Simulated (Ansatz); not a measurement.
**Ti under a change: isotropic strain +2.37 %**

Start from Ti in the hcp (Mg type) structure (space group P6_3/mmc, No. 194; a = 2.936 Å, c = 4.637 Å).

One thing is altered: the cell is scaled by 1.0237 in all directions; the atoms relax in the strained cell.

Computed with r2SCAN in Ansatz (plane waves to 500 eV, PAW, no spin-orbit coupling). Settings: 18×18×10 k-points, 0.05 eV Fermi–Dirac smearing.

The space group is still P6_3/mmc (No. 194) and the shortest interatomic distance rises by 6.8 pm to 294.0 pm. The energy grows by 30 meV/atom and the pressure (mean of the normal stresses, compression positive) goes from zero to -7.3 GPa. The band gap remains zero.

Whether these cells are dynamically stable was not tested. The final runs are not spin-polarised.

Ansatz is an electronic-structure program.
